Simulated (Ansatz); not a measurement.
Consider TiSi$_{2}$ (space group Fddd, No. 70; a = 4.779 Å, b = 8.230 Å, c = 8.521 Å). Axes: x, y, z lie along a, b, c of the conventional cell.

Method: Ansatz (a program for electronic structure) r2SCAN, no spin-orbit coupling.

Strains are applied to the cell and any free atomic positions relax; under biaxial strain the out-of-plane vector relaxes too.

One change was made to it. Results:

The energy increases by 4.3 meV/atom; the band gap remains zero; the pressure (mean of the normal stresses, compression positive) goes from zero to -3.7 GPa.

Task: Which of these changes matches the shifts?
A) biaxial strain +4.91 %, plane normal [001], relaxed out of plane
B) uniaxial strain ε_zz = +0.80 %
C) biaxial strain +3.56 %, plane normal [001], relaxed out of plane
D) isotropic strain +0.86 %
E) isotropic strain +2.66 %

Result: D, isotropic strain +0.86 %. For comparison, the energy relative to the base in the other runs: biaxial strain +4.91 %, plane normal [001], relaxed out of plane gives +60 meV/atom; biaxial strain +3.56 %, plane normal [001], relaxed out of plane gives +33 meV/atom; uniaxial strain ε_zz = +0.80 % gives +1.1 meV/atom; isotropic strain +2.66 % gives +38 meV/atom.

Without a gap, meshes like the base's 13×13×13 leave anisotropic stresses uncertain by several tenths of a GPa, and small strain energies with them. Whether these cells are dynamically stable was not tested. The final runs are not spin-polarised.
